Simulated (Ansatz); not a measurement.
Candidates (primitive cells; geometry: cell and atoms relaxed with PBEsol):
A. K2Te (Fm-3m), a = b = c = 5.7209 Å, α = β = γ = 60.00°
B. BeTe (F-43m), a = 3.963 Å, b = 3.963 Å, c = 3.963 Å, α = 60.00°, β = 60.00°, γ = 60.00°
C. BAs (F-43m), a = 3.371 Å, b = 3.371 Å, c = 3.371 Å, α = 60.00°, β = 60.00°, γ = 60.00°
D. CdSe (F-43m), a = 4.300 Å, b = 4.300 Å, c = 4.300 Å, α = 60.00°, β = 60.00°, γ = 60.00°
E. Cu2O (Pn-3m), a = b = c = 4.223 Å, α = β = γ = 90.00°

### Question
Rank these by band gap (highest first), as Ansatz (an electronic-structure program) with PBEsol with spin-orbit coupling, rigid bands gives it.

### Answer
A (1.95 eV), B (1.54 eV), C (1.01 eV), E (0.47 eV), D (0.36 eV)

Formula and space group known from diffraction (Crystallography Open Database), not checked to be the room-temperature form: K2Te (Fm-3m).
